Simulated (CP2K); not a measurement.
**A self-consistent single point of In₂CuSe₃Br (P1, 7 atoms in the cell) with CP2K**

Method of the run: LDA (Pade form), GPW, DZVP-MOLOPT-SR-GTH basis, GTH-PADE potentials (GTH_POTENTIALS) (CP2K 2026.2).

The input file:

```
&GLOBAL
  PROJECT bulk
  RUN_TYPE ENERGY_FORCE
  PRINT_LEVEL MEDIUM
&END GLOBAL
&FORCE_EVAL
  METHOD Quickstep
  STRESS_TENSOR ANALYTICAL
  &DFT
    BASIS_SET_FILE_NAME BASIS_MOLOPT
    POTENTIAL_FILE_NAME GTH_POTENTIALS
    &QS
      METHOD GPW
      EPS_DEFAULT 1E-10
    &END QS
    &MGRID
      CUTOFF 600
      REL_CUTOFF 60
      NGRIDS 5
    &END MGRID
    &SCF
      SCF_GUESS ATOMIC
      EPS_SCF 1E-7
      MAX_SCF 100
      ADDED_MOS 11
      &DIAGONALIZATION
        ALGORITHM STANDARD
      &END DIAGONALIZATION
      &MIXING
        METHOD BROYDEN_MIXING
        ALPHA 0.3
        NBUFFER 10
        BETA 1
      &END MIXING
      &SMEAR ON
        METHOD GAUSSIAN
        SIGMA [eV] 0.02
      &END SMEAR
    &END SCF
    &KPOINTS
      SCHEME MONKHORST-PACK 3 3 3
    &END KPOINTS
    &XC
      &XC_FUNCTIONAL PADE
      &END XC_FUNCTIONAL
    &END XC
    &PRINT
      &MO
        EIGENVALUES T
        OCCUPATION_NUMBERS T
        NDIGITS 8
        FILENAME mo
        &EACH
          QS_SCF 0
        &END EACH
        ADD_LAST NUMERIC
      &END MO
      &MULLIKEN ON
      &END MULLIKEN
    &END PRINT
  &END DFT
  &SUBSYS
    &CELL
      A 5.70610200 0.00000000 0.00000000
      B -0.02764600 5.76426900 0.00000000
      C -2.78931800 -2.87888100 5.78476600
      PERIODIC XYZ
    &END CELL
    &COORD
      SCALED
      In       0.25494000     0.75296000     0.47165000
      In       0.97456000     0.02350000     0.01431000
      Cu       0.53406000     0.47359000     0.01987000
      Se       0.83346000     0.87241000     0.25431000
      Se       0.40476000     0.35732000     0.25337000
      Se       0.62421000     0.15238000     0.73606000
      Br       0.12401000     0.61784000     0.75042000
    &END COORD
    &KIND In
      BASIS_SET DZVP-MOLOPT-SR-GTH-q13
      POTENTIAL GTH-PADE-q13
    &END KIND
    &KIND Cu
      BASIS_SET DZVP-MOLOPT-SR-GTH-q11
      POTENTIAL GTH-PADE-q11
    &END KIND
    &KIND Se
      BASIS_SET DZVP-MOLOPT-SR-GTH-q6
      POTENTIAL GTH-PADE-q6
    &END KIND
    &KIND Br
      BASIS_SET DZVP-MOLOPT-SR-GTH-q7
      POTENTIAL GTH-PADE-q7
    &END KIND
  &END SUBSYS
  &PRINT
    &FORCES ON
    &END FORCES
    &STRESS_TENSOR ON
    &END STRESS_TENSOR
  &END PRINT
&END FORCE_EVAL
```

Log, with long lists cut:

```
 GLOBAL| Method name                                                        CP2K
 GLOBAL| Project name                                                       bulk
 GLOBAL| Run type                                                   ENERGY_FORCE

 CELL| Volume [angstrom^3]:                                           190.269671
 CELL| Vector a [angstrom]:       5.706     0.000     0.000   |a| =     5.706102
 CELL| Vector b [angstrom]:      -0.028     5.764     0.000   |b| =     5.764335
 CELL| Vector c [angstrom]:      -2.789    -2.879     5.785   |c| =     7.037881
 CELL| Angle (b,c), alpha [degree]:                                   114.025901
 CELL| Angle (a,c), beta  [degree]:                                   113.348901
 CELL| Angle (a,b), gamma [degree]:                                    90.274794
 CELL| Numerically orthorhombic:                                              NO
 CELL| Periodicity                                                           XYZ

 DFT| Spin restricted Kohn-Sham (RKS) calculation                            RKS
 DFT| Multiplicity                                                             1
 DFT| Number of spin states                                                    1
 DFT| Charge                                                                   0
 DFT| XC density smoothing                                                  NONE
 DFT| XC derivatives                                                          PW

 QS| Method:                                                                 GPW
 QS| Density plane wave grid type                        NON-SPHERICAL FULLSPACE
 QS| Number of grid levels:                                                    5
 QS| Density cutoff [a.u.]:                                                300.0
 QS| Multi grid cutoff [a.u.]: 1) grid level                               300.0
   [... lines left out ...]
 BRILLOUIN| Wavefunction type                                            COMPLEX
 BRILLOUIN| List of Kpoints [2 Pi/Bohr]                                       14
 BRILLOUIN| Number           Weight            X              Y              Z
 BRILLOUIN|     1           0.07407       -0.33333       -0.33333       -0.33333
 BRILLOUIN|     2           0.07407       -0.33333       -0.33333        0.00000
 BRILLOUIN|     3           0.07407       -0.33333       -0.33333        0.33333
   [... 11 lines left out ...]
 *******************************************************************************

 Extrapolation method: initial_guess

 Re-scaling the density matrix to get the right number of electrons
                  # Electrons              Trace(P)               Scaling factor
                           62                62.000                        1.000

 Number of electrons:                                                         62
 Number of occupied orbitals:                                                 31
 Number of molecular orbitals:                                                42

 Number of orbital functions:                                                127
 Number of independent orbital functions:                                    127
 SCF WAVEFUNCTION OPTIMIZATION

  Step     Update method      Time    Convergence         Total energy    Change
     1 NoMix/Diag. 0.30E+00      -     1.03678989      -203.0544266989 -2.03E+02
     2 Broy./Diag. 0.30E+00      -     0.19966408      -204.6578509625 -1.60E+00
     3 Broy./Diag. 0.30E+00      -     0.06455194      -202.8152155530  1.84E+00
     4 Broy./Diag. 0.30E+00      -     0.19283475      -202.9493911603 -1.34E-01
     5 Broy./Diag. 0.30E+00      -     0.04144626      -203.1508943085 -2.02E-01
     6 Broy./Diag. 0.30E+00      -     0.01114015      -202.8129115485  3.38E-01
     7 Broy./Diag. 0.30E+00      -     0.00660724      -202.8562853216 -4.34E-02
   [... 8 lines left out ...]
    16 Broy./Diag. 0.30E+00      -     0.00000102      -202.8846977692 -3.05E-05
    17 Broy./Diag. 0.30E+00      -     0.00000089      -202.8847027430 -4.97E-06
    18 Broy./Diag. 0.30E+00      -     0.00000025      -202.8846982321  4.51E-06
    19 Broy./Diag. 0.30E+00      -     0.00000021      -202.8846975126  7.19E-07
    20 Broy./Diag. 0.30E+00      -     0.00000010      -202.8846977415 -2.29E-07
  *** SCF run converged in    20 steps ***

  Electronic density on regular grids:        -61.9999999787        0.0000000213
  Core density on regular grids:               61.9999999917       -0.0000000083
  Total charge density on r-space grids:        0.0000000130
  Total charge density g-space grids:           0.0000000130

  Overlap energy of the core charge distribution:               0.00000007197670
  Self energy of the core charge distribution:               -331.68774496743947
  Core Hamiltonian energy:                                     96.88096082856042
  Hartree energy:                                              62.87774035976103
  Exchange-correlation energy:                                -30.95565403433496
  Smearing free energy correction:                             -0.00000000000000
  Fermi energy:                                                 0.13079943288147

  Total energy:                                              -202.88469774147629
  Total energy (extrapolated to sigma->0):                   -202.88469774147629

                     Mulliken Population Analysis

 #  Atom  Element  Kind  Atomic population                           Net charge
       1     In       1         12.924904                              0.075096
       2     In       1         12.901066                              0.098934
       3     Cu       2         11.362252                             -0.362252
       4     Se       3          5.902531                              0.097469
       5     Se       3          5.906062                              0.093938
       6     Se       3          5.891689                              0.108311
       7     Br       4          7.111496                             -0.111496
 # Total charge                             62.000000                  0.000000

 ENERGY| Total FORCE_EVAL ( QS ) energy [hartree]           -202.884698102845562

 FORCES| Atomic forces [hartree/bohr]
 FORCES|   Atom     x               y               z               |f|
 FORCES|      1  1.06651858E-04  6.58069042E-04  4.94198761E-04   8.29856553E-04
 FORCES|      2  5.01022713E-04  3.70900012E-04  2.30445583E-04   6.64601944E-04
 FORCES|      3  2.11529039E-05 -4.65370786E-04  4.95036907E-04   6.79763895E-04
 FORCES|      4 -4.48496760E-03  8.04009279E-05  8.18127525E-04   4.55968544E-03
 FORCES|      5  2.06077645E-03 -2.72802393E-03  5.39033678E-04   3.46113730E-03
 FORCES|      6  1.12892250E-03  4.30861381E-03 -3.04446355E-03   5.39512533E-03
 FORCES|      7  6.67790420E-04 -2.23180206E-03  4.70946791E-04   2.37669421E-03
 FORCES| Sum     1.34924358E-06 -7.21298223E-06  3.32569663E-06
 FORCES| Total atomic force                                       8.05653952E-06

 STRESS| Analytical stress tensor [bar]
 STRESS|                        x                   y                   z
 STRESS|      x       -3.64802061006E+03  -6.95528636761E+02  -7.14401831977E+02
 STRESS|      y       -6.95528636761E+02  -3.95447476505E+03  -4.20376163984E+02
 STRESS|      z       -7.14401831977E+02  -4.20376163984E+02  -5.25123363944E+03
 STRESS| 1/3 Trace                                            -4.28457633818E+03
```

The run converged in 20 iterations.

The starting cell comes from a database of computed structures (which also holds hypothetical and non-ambient phases and stackings), without a prior relaxation at this level. Its lattice was rescaled by a random factor within 2.5 % of one. Values carry the incompleteness of an atom-centred basis.

Cost on one core of a shared machine: roughly 2 min.
